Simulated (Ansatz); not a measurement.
Inside the gap of an insulator the Bloch states are evanescent, with a wavenumber k + iκ along the transport direction.

Input:

```yaml
crystal:
  lattice:
    - [3.86997, 0.00000, 0.00000]
    - [-1.93499, 3.35150, 0.00000]
    - [1.93499, -1.11717, 3.15982]
  atoms:
    - { symbol: Al, position: [0.00000, 0.00000, 0.00000] }
    - { symbol: P, position: [0.75000, 0.25000, 0.75000] }
```

The cell is taken as given.

Transport runs along the normal of the first two printed cell vectors, the (111) plane of the conventional cell.

No gap correction and no spin-orbit coupling; mid-gap is the computed energy nearest the middle.

Predict the band gap and the smallest decay constant κ at mid-gap from PBEsol (Ansatz, an electronic-structure program).

Gap 1.46 eV on a 10×10×10 mesh; κ = 0.144 1/Å, at the zone centre.
